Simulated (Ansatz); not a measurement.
Defect: interstitial H in chalcopyrite CuGaSe2, charge state +1. These are PBE, PAW (plane waves to 420 eV; Ansatz, a program for electronic structure) values and carry that method's errors.

64-site cell at the relaxed PBE lattice, one k-point at (0.250, 0.250, 0.250), smearing 0.05 eV, spin-restricted, no finite-size correction. No zero-point or tunnelling terms. PBE gaps are too small, and in this host the defect's levels may merge with the bands. The charge state is imposed; whether it is stable for some Fermi level was not computed. Sites that were not tried may lie lower.

Barriers: single points on a 2×2×2 k-point mesh shifted by half a step at the bands' geometries.

Relaxed starting cell (atoms counted from 1):

```yaml
crystal:
  lattice:
    - [11.33965, 0.00000, 0.00000]
    - [0.00000, 11.33965, 0.00000]
    - [0.00000, 0.00000, 11.26718]
  atoms:
    - { symbol: Cu, position: [0.99741, 0.00021, 0.00062] }
    - { symbol: Cu, position: [0.99656, 0.50098, 0.00017] }
    - { symbol: Cu, position: [0.49638, 0.99858, 0.00017] }
    - { symbol: Cu, position: [0.50367, 0.50670, 0.99599] }
    - { symbol: Cu, position: [0.99764, 0.25018, 0.25181] }
    - { symbol: Cu, position: [0.99851, 0.75115, 0.25195] }
    - { symbol: Cu, position: [0.53078, 0.22164, 0.28070] }
    - { symbol: Cu, position: [0.49949, 0.75115, 0.25123] }
    - { symbol: Ga, position: [0.23944, 0.24174, 0.99146] }
    - { symbol: Ga, position: [0.24794, 0.75194, 0.99935] }
    - { symbol: Ga, position: [0.75018, 0.25142, 0.99987] }
    - { symbol: Ga, position: [0.74879, 0.75101, 0.99908] }
    - { symbol: Ga, position: [0.24905, 0.99883, 0.24953] }
    - { symbol: Ga, position: [0.23907, 0.51041, 0.25867] }
    - { symbol: Ga, position: [0.75069, 0.99745, 0.25084] }
    - { symbol: Ga, position: [0.75161, 0.50332, 0.24865] }
    - { symbol: Se, position: [0.35914, 0.39133, 0.10890] }
    - { symbol: Se, position: [0.37623, 0.87396, 0.12544] }
    - { symbol: Se, position: [0.87674, 0.37484, 0.12564] }
    - { symbol: Se, position: [0.87672, 0.87367, 0.12487] }
    - { symbol: Se, position: [0.12096, 0.37201, 0.37572] }
    - { symbol: Se, position: [0.12279, 0.87254, 0.37477] }
    - { symbol: Se, position: [0.62562, 0.37858, 0.37760] }
    - { symbol: Se, position: [0.62291, 0.87161, 0.37545] }
    - { symbol: Se, position: [0.11812, 0.12355, 0.12590] }
    - { symbol: Se, position: [0.11697, 0.62678, 0.12309] }
    - { symbol: Se, position: [0.62287, 0.12022, 0.12170] }
    - { symbol: Se, position: [0.62094, 0.62643, 0.12527] }
    - { symbol: Se, position: [0.37128, 0.12662, 0.37878] }
    - { symbol: Se, position: [0.37345, 0.63073, 0.37668] }
    - { symbol: Se, position: [0.87254, 0.12750, 0.37524] }
    - { symbol: Se, position: [0.87327, 0.62950, 0.37645] }
    - { symbol: Cu, position: [0.24677, 0.25269, 0.50221] }
    - { symbol: Cu, position: [0.24674, 0.75112, 0.50192] }
    - { symbol: Cu, position: [0.74656, 0.24938, 0.49976] }
    - { symbol: Cu, position: [0.74811, 0.75122, 0.50186] }
    - { symbol: Cu, position: [0.24794, 0.99944, 0.74988] }
    - { symbol: Cu, position: [0.24785, 0.50008, 0.75078] }
    - { symbol: Cu, position: [0.74940, 0.99985, 0.75115] }
    - { symbol: Cu, position: [0.74860, 0.50006, 0.75081] }
    - { symbol: Ga, position: [0.99820, 0.00050, 0.50047] }
    - { symbol: Ga, position: [0.99656, 0.50098, 0.50212] }
    - { symbol: Ga, position: [0.49947, 0.99862, 0.50300] }
    - { symbol: Ga, position: [0.49642, 0.50248, 0.50381] }
    - { symbol: Ga, position: [0.99627, 0.24941, 0.74819] }
    - { symbol: Ga, position: [0.99808, 0.75075, 0.75011] }
    - { symbol: Ga, position: [0.49889, 0.25082, 0.74985] }
    - { symbol: Ga, position: [0.49876, 0.75108, 0.75036] }
    - { symbol: Se, position: [0.12566, 0.12499, 0.62494] }
    - { symbol: Se, position: [0.12540, 0.62461, 0.62585] }
    - { symbol: Se, position: [0.62633, 0.12446, 0.62631] }
    - { symbol: Se, position: [0.62628, 0.62553, 0.62618] }
    - { symbol: Se, position: [0.37301, 0.12009, 0.87302] }
    - { symbol: Se, position: [0.37160, 0.62282, 0.87355] }
    - { symbol: Se, position: [0.87265, 0.12168, 0.87462] }
    - { symbol: Se, position: [0.87228, 0.62188, 0.87387] }
    - { symbol: Se, position: [0.36925, 0.37465, 0.62548] }
    - { symbol: Se, position: [0.36938, 0.87400, 0.62503] }
    - { symbol: Se, position: [0.86784, 0.37394, 0.62405] }
    - { symbol: Se, position: [0.86993, 0.87492, 0.62465] }
    - { symbol: Se, position: [0.12013, 0.37801, 0.87336] }
    - { symbol: Se, position: [0.12220, 0.87852, 0.87491] }
    - { symbol: Se, position: [0.62339, 0.37759, 0.87531] }
    - { symbol: Se, position: [0.62289, 0.87836, 0.87497] }
    - { symbol: H, position: [0.42551, 0.30754, 0.19532] }
```
Cell charge +1.

End state 1 differs by these moves (Å; atoms that move under 0.08 Å are left out):

```json
[
 {"atom": "1", "element": "Cu", "Δx": "-0.07", "Δy": "-0.06", "Δz": "-0.05"},
 {"atom": "4", "element": "Cu", "Δx": "-0.07", "Δy": "-0.07", "Δz": "0.06"},
 {"atom": "5", "element": "Cu", "Δx": "-0.36", "Δy": "0.33", "Δz": "0.33"},
 {"atom": "7", "element": "Cu", "Δx": "-0.35", "Δy": "0.32", "Δz": "-0.32"},
 {"atom": "9", "element": "Ga", "Δx": "0.20", "Δy": "0.19", "Δz": "0.00"},
 {"atom": "13", "element": "Ga", "Δx": "0.09", "Δy": "-0.08", "Δz": "0.10"},
 {"atom": "14", "element": "Ga", "Δx": "0.10", "Δy": "-0.09", "Δz": "-0.10"},
 {"atom": "17", "element": "Se", "Δx": "0.20", "Δy": "-0.18", "Δz": "0.21"},
 {"atom": "25", "element": "Se", "Δx": "0.19", "Δy": "-0.18", "Δz": "-0.20"},
 {"atom": "65", "element": "H", "Δx": "-4.01", "Δy": "-1.28", "Δz": "-0.01"}
]
```

Estimate the forward and backward barriers to end state 1 that PBE, PAW returns for this input.

forward 0.83 eV, backward 0.83 eV; at the saddle point atom 65 has neighbours Ga at 2.20; Se at 1.82, Se at 1.89 Å. The saddle point's order was not checked.
